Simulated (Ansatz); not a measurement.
CsCl-type NiTi (cubic form, which distorts at low temperature), treated with rVV10 (plane waves, PAW; Ansatz, a quantum-chemistry and plane-wave program).

Run with plane-wave cutoff 520 eV, 18×18×18 k mesh, Fermi–Dirac smearing 0.05 eV, spin-polarised start, scalar-relativistic PAW data made under PBE.

A third-order Birch–Murnaghan fit to the energies gives V0 = 13.772 Å³/atom, B0 = 161 GPa, B′ = 4.3.

| V (Å³/atom) | P (GPa) |
|---|---|
| 12.946 | (withheld) |
| 13.221 | (withheld) |
| 13.496 | (withheld) |
| 13.772 | 0.00 |
| 14.047 | (withheld) |
| 14.323 | -5.79 |
| 14.598 | -8.26 |

Question: Estimate the withheld pressures from this fit; the answers are the runs' own values.

Answer: 
- 12.946, P (GPa): 11.35
- 13.221, P (GPa): 7.16
- 13.496, P (GPa): 3.39
- 14.047, P (GPa): -3.05

The formula P = (3/2) B0 (x^(7/3) − x^(5/3)) [1 + (3/4)(B′ − 4)(x^(2/3) − 1)] with x = V0/V meets the computed pressures within 0.03 GPa when these rounded values are put in.

Note: the starting moments vanished in the run, and other orders were not tried; symmetry holds this phase in the static calculation, where it need not be a minimum; the relaxation could not lower the start's symmetry, so the cell can be a saddle point above a distorted one.

Computed values are for the static lattice.
